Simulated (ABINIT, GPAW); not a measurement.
An ABINIT input for a self-consistent single point of AgI (F-43m, 2 atoms in the cell) (DFT, PBE, plane waves, norm-conserving pseudopotentials (PseudoDojo nc-sr-05 PBE standard)):

```
# AgI, PseudoDojo nc-sr-05 PBE standard
pp_dirpath "./"
pseudos "Ag.upf, I.upf"
acell 3*1.0
rprim
         0.0000000000    6.0187777069    6.0187777069
         6.0187777069    0.0000000000    6.0187777069
         6.0187777069    6.0187777069    0.0000000000
natom 2
ntypat 2
znucl 47 53
typat 1 2
xred
         0.0000000000    0.0000000000    0.0000000000
         0.2500000000    0.2500000000    0.2500000000
ecut 41 Ha
ixc 11
occopt 3
tsmear 0.00183747
nband 18
kptopt 1
ngkpt 9 9 9
nshiftk 1
shiftk 0 0 0
nstep 100
tolvrs 1.0e-10
prtwf 0
prtden 0
prtvol 1
```

Problem. Give the GPAW input for the same structure, mesh, smearing and functional.

Solution. One input that does it (others would too):

```python
from ase import Atoms
from ase.units import GPa
from gpaw import GPAW

atoms = Atoms(['Ag', 'I'],
              cell=[[0.000000, 3.185000, 3.185000],
                    [3.185000, 0.000000, 3.185000],
                    [3.185000, 3.185000, 0.000000]],
              scaled_positions=[[0.000000, 0.000000, 0.000000],
                                [0.250000, 0.250000, 0.250000]],
              pbc=True)

calc = GPAW(mode={'name': 'pw', 'ecut': 600},
            xc='PBE',
            kpts=(9, 9, 9),
            occupations={'name': 'fermi-dirac', 'width': 0.05},
            nbands=-6,
            convergence={'forces': 0.001, 'bands': -4},
            symmetry={'symmorphic': False, 'tolerance': 0.0005},
            maxiter=150,
            txt='-')

atoms.calc = calc

energy = atoms.get_potential_energy()
print('Energy (eV):', round(energy, 6))
forces = atoms.get_forces()
print('Forces (eV/Ang):')
print(forces.round(5))
stress = atoms.get_stress()
print('Stress (GPa, Voigt):', (stress / GPa).round(4))
```

Basis settings and potentials, where a program has them, do not carry over. This input uses DFT PBE, plane waves, GPAW PAW datasets PBE (gpaw-data 1.0.1). Both were run: pressure 4.08 GPa in ABINIT and 4.60 in GPAW; gap on the mesh 1.335 eV in ABINIT and 1.338 in GPAW.

On ABINIT: the starting cell has typed, rounded lattice constants, without a prior relaxation at this level. For this run, on top of that: lattice scaled by 0.98. Spin-orbit coupling is off. With a pressure of about 4 GPa the cell is away from its equilibrium volume at this level.

On GPAW: the starting cell has typed, rounded lattice constants, without a prior relaxation at this level. For this run, on top of that: lattice scaled by 0.98. Spin-orbit coupling is off. With a pressure of about 5 GPa the cell is away from its equilibrium volume at this level.
